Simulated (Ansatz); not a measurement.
Take MgS in the rock salt structure (space group Fm-3m, No. 225; a = 5.182 Å) as the base.

One thing is altered: the cell is scaled by 1.0073 in all directions, atoms relaxed at fixed cell.

Levels (all Ansatz, an electronic-structure program, PAW): PBEsol (420 eV, without spin-orbit coupling); HSE06 (420 eV, no SOC).

The geometry is relaxed with PBEsol.

| Item | Result |
|---|---|
| PBEsol lowest conduction level above the VBM at special points | X 2.68 eV; Γ 3.52 eV; U 3.80 eV |

Problem. How does going to HSE06 change the lowest conduction level above the VBM at special points?

Solution. The lowest conduction level above the VBM at special points goes from X 2.68 eV; Γ 3.52 eV; U 3.80 eV to X 3.78 eV; Γ 4.74 eV; U 4.94 eV.

Single points use the geometry relaxed with PBEsol. HSE06 was sampled on its mesh, a few special points and the semilocal edge points, so its gap is an upper bound. The levels and masses belong to the bands next to the band gap. The cells carry an imposed strain or load. Stability against distortions was not tested.
